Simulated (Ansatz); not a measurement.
Worked example: self-consistent single point of InAs (Fm-3m, 2 atoms in the cell) in Ansatz (a first-principles code)

Level of theory: LDA (PW92), default PAW files made with PBE (plane waves; Ansatz).

Input:

Ansatz 0.2 input:
```yaml
# InAs
crystal:
  lattice:
    - [0.00000000, 2.89169200, 2.89169200]
    - [2.89169200, 0.00000000, 2.89169200]
    - [2.89169200, 2.89169200, 0.00000000]
  atoms:
    - { symbol: In, position: [0.50000000, 0.50000000, 0.50000000] }
    - { symbol: As, position: [0.00000000, 0.00000000, 0.00000000] }
basis:
  ecutwfc: 30.9 Ry
kpoints:
  mp_grid:
    grid: [10, 10, 10]
hamiltonian:
  xc: lda
  pseudopotentials:
    kind: paw
scf:
  occupations:
    method: gaussian
    width: 0.0073 Ry
output:
  forces: true
  eigenvalues: true
  stress: true
```

Output, abridged:

```
WARN ansatz: RAYON_NUM_THREADS=1 ignored (pool sized by the plan → 1); use --threads N
Pseudopotentials: kind: paw
Pseudopotential: In, paw, valence charge 13
Pseudopotential: As, paw, valence charge 15
Crystal: 2 atoms, lattice volume = 48.360 Å³
Basis set: ecut = 420.4159175005146 eV, 941 PW (Γ)
Bands: 18, of which v1, the nominal top of the filled ones, is band 14 counted from 1 (13 counted from 0)
Symmetry: 48 space group operations
Space group: Fm-3m (ITA 225), of the structure as read, at distance tolerance 3.6e-5 Å
k-points: 47 of 1000
PAW frozen core: In, regenerated for the run's functional, and the local potential with it
PAW frozen core: As, regenerated for the run's functional, and the local potential with it
Initial density: superposition of atomic densities (neutral atoms: chi_scale 0, normalization atom), corrected by the library's trained network
Initial wavefunctions: pseudopotential atomic-orbital guess
Eigensolver: davidson
Functional: x = slater, c = lda
SCF iter   1: F=—  HF=-10230.917225 eV  |F-HF|=—  |Δ(HF+E_count)|=         —  Δρ=7.26e-3  dr2=1.85e-2  ethr=1.77e-3  ⟨swp⟩=5.6  Hψ=3951  notcnv=0
all-band conjugate gradients solve this SCF's bands
preconditioner: auto → Kerker (q_TF=auto, 2.491 Å⁻¹)
SCF iter   2: F=—  HF=-10230.911181 eV  |F-HF|=—  |Δ(HF+E_count)|=   6.04e-3  Δρ=4.03e-3  dr2=6.44e-3  ethr=6.61e-5  ⟨swp⟩=1.1  Hψ=1225  notcnv=0
SCF iter   3: F=—  HF=-10230.909271 eV  |F-HF|=—  |Δ(HF+E_count)|=   1.91e-3  Δρ=7.50e-4  dr2=3.89e-4  ethr=2.30e-5  ⟨swp⟩=2.0  Hψ=1138  notcnv=0
SCF iter   4: F=—  HF=-10230.909178 eV  |F-HF|=—  |Δ(HF+E_count)|=   9.23e-5  Δρ=2.80e-4  dr2=3.54e-5  ethr=1.39e-6  ⟨swp⟩=2.0  Hψ=1503  notcnv=0
SCF iter   5: F=—  HF=-10230.909164 eV  |F-HF|=—  |Δ(HF+E_count)|=   1.38e-5  Δρ=8.02e-5  dr2=3.41e-6  ethr=1.26e-7  ⟨swp⟩=2.0  Hψ=1463  notcnv=0
SCF iter   6: F=—  HF=-10230.909164 eV  |F-HF|=—  |Δ(HF+E_count)|=   4.93e-7  Δρ=2.17e-5  dr2=1.93e-7  ethr=1.22e-8  ⟨swp⟩=2.0  Hψ=1503  notcnv=0
SCF iter   7: F=-10230.909164 eV  HF=-10230.909164 eV  |F-HF|=8.95e-10  |Δ(HF+E_count)|=   6.53e-8  Δρ=4.30e-6  dr2=5.18e-9  ethr=3.57e-10  ⟨swp⟩=5.1  Hψ=3575  notcnv=0
SCF 1 converged in 7 iterations: F = -10230.909164 eV  dr2 = 5.18e-9
SCF converged after 7 iterations
Free energy (F): -10230.909164 eV
Harris-Foulkes:  -10230.909164 eV  (|F-HF|=8.95e-10)
Internal energy: -10230.905912 eV  (E = F + TS)
E sigma→0 (E₀):  -10230.907538 eV
Entropy (-TS):   -0.003251 eV (-1.626 meV/atom)
Fermi energy:    9.254219 eV
--- Per-component energies (eV) ---
  E_band       = -273.117290
  E_kinetic    = 345.417336
  E_local      = -2822.034903  (includes V_loc(G=0)·N_el)
  E_nonlocal   = -295.514275
  E_hartree    = 1377.070407
  E_xc         = -291.900032
  E_vxc        = -179.879574  (∫ρ·V_xc dr)
  E_paw        = -5768.361243  (= ΣΔE_a)
  E_vpaw       = -75.246203  (= ΣTr[D̂ρ^β])
  E_aug_tail   = 0.000036  (compensation charges beyond the density's cutoff)
  E_ewald      = -2777.943005
  E_core_change = 2.359766  (= ΣΔE_core)
  E_smearing   = -0.003251  (= −TS)
  E_closure    = 0.000000  (closes the sum)
  Σ components = -10230.909164   (vs F -10230.909164, Δ=0.00e0)
--- Forces (eV/Å), atoms counted from 1 ---
  atom   1  In     0.00000000    -0.00000000     0.00000000
  atom   2  As     0.00000000     0.00000000    -0.00000000
  max |Σ_I F_I| component: 6.18e-29 eV/Å
--- Stress (GPa, compression-positive) ---
       -5.971954       0.000000      -0.000000
       -0.000000      -5.971954      -0.000000
        0.000000       0.000000      -5.971954
  P = ⅓ Tr σ = -5.9720 GPa (-59.720 kbar)
  The stress holds the Pulay correction. Without it, at fixed plane waves, as pw.x and ABINIT print it: P = -5.9998 GPa
--- Band table (eV; the first three rows and the last of 47) ---
  k-point 0: bands = ["-25.9990", "-25.9990", "-25.9930", "-25.9930", "-25.9930", "-4.9536", "-4.9536", "-4.9317", "-4.9317", "-4.9317", "-2.7807", "8.2793", "9.0683", "9.0683", "9.0683", "16.5041", "16.5041", "16.5041"]
  k-point 1: bands = ["-25.9990", "-25.9990", "-25.9929", "-25.9929", "-25.9929", "-4.9573", "-4.9573", "-4.9318", "-4.9276", "-4.9276", "-2.6755", "7.1307", "9.0866", "9.0866", "10.0542", "15.4254", "15.7001", "15.7001"]
  k-point 2: bands = ["-25.9989", "-25.9989", "-25.9928", "-25.9927", "-25.9927", "-4.9690", "-4.9690", "-4.9326", "-4.9149", "-4.9149", "-2.3702", "5.6537", "9.1485", "9.1485", "10.9703", "14.4622", "14.5155", "14.5155"]
  k-point 46: bands = ["-25.9992", "-25.9985", "-25.9928", "-25.9922", "-25.9917", "-5.1494", "-4.9566", "-4.9316", "-4.8973", "-4.8559", "-0.3306", "4.5553", "5.3158", "6.0207", "10.6759", "13.9330", "15.2101", "16.9481"]
```

The run converged in 7 iterations.

The starting cell comes from a database of computed structures (which also holds hypothetical and non-ambient phases and stackings), without a prior relaxation at this level. Its lattice was rescaled by up to half a per cent. With a pressure of about -6 GPa the cell is away from its equilibrium volume at this level. Ansatz's pressure includes its estimate of the finite-basis (Pulay) stress. The run gives no clean gap (levels at the Fermi energy touch, overlap or are partly filled at this smearing), which alone does not show that the compound is a metal.
